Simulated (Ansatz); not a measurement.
The parent structure is CdSe in the wurtzite structure (space group P6_3mc, No. 186; a = 4.340 Å, c = 7.078 Å).

Modification: every lattice vector is shortened by 1.51 %, atoms relaxed at fixed cell.

All numbers come from r2SCAN/PAW in Ansatz (a program for electronic structure), without spin-orbit coupling.

Base, band edges from the VBM (valence, conduction): K -1.63, 4.57; H -1.08, 4.20; M -0.73, 3.63; L -1.30, 3.34; A -0.38, 2.79; Γ 0.00, 1.11 eV.

Question: Give the band edges at the high-symmetry points of the new zone, measured from its valence-band maximum.

Answer: 
| point | valence edge (eV) | conduction edge (eV) |
|---|---|---|
| Γ | 0.00 | 1.21 |
| M | -0.79 | 3.72 |
| K | -1.76 | 4.47 |
| A | -0.42 | 2.89 |
| L | -1.42 | 3.36 |
| H | -1.18 | 4.29 |

The gap is 1.21 eV, direct at Γ.

The cells carry an imposed strain or load. Whether these cells are dynamically stable was not tested.
